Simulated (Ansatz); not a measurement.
The starting structures come from a database of crystals and need not be the phases stable at ambient conditions.

 Where the default PAW files enter, the runs use the earlier of Ansatz's two default sets.

The decay constant κ of evanescent states in the gap governs leakage through a thin film.

```yaml
crystal:
  lattice:
    - [3.64662, 0.00000, 0.00000]
    - [0.00000, 3.64662, 0.00000]
    - [0.00000, 0.00000, 6.27332]
  atoms:
    - { symbol: Rb, position: [0.00000, 0.00000, 0.00000] }
    - { symbol: Al, position: [0.50000, 0.50000, 0.50000] }
    - { symbol: F, position: [0.50000, 0.50000, 0.78163] }
    - { symbol: F, position: [0.50000, 0.50000, 0.21837] }
    - { symbol: F, position: [0.50000, 0.00000, 0.50000] }
    - { symbol: F, position: [0.00000, 0.50000, 0.50000] }
```

Space group of this cell: P4/mmm. The cell is taken as given.

Transport runs along the normal of the first two printed cell vectors, the (001) plane of the conventional cell.

The gap is the functional's own, uncorrected, and κ follows it; spin-orbit coupling is left out. Mid-gap values are interpolated between the computed energies.

Problem. Estimate the band gap and the smallest decay constant κ at mid-gap that r2SCAN run with Ansatz (an electronic-structure program) returns for this system.

Solution. Gap 8.09 eV on a 8×8×6 mesh; κ = 0.570 1/Å, at the zone centre.
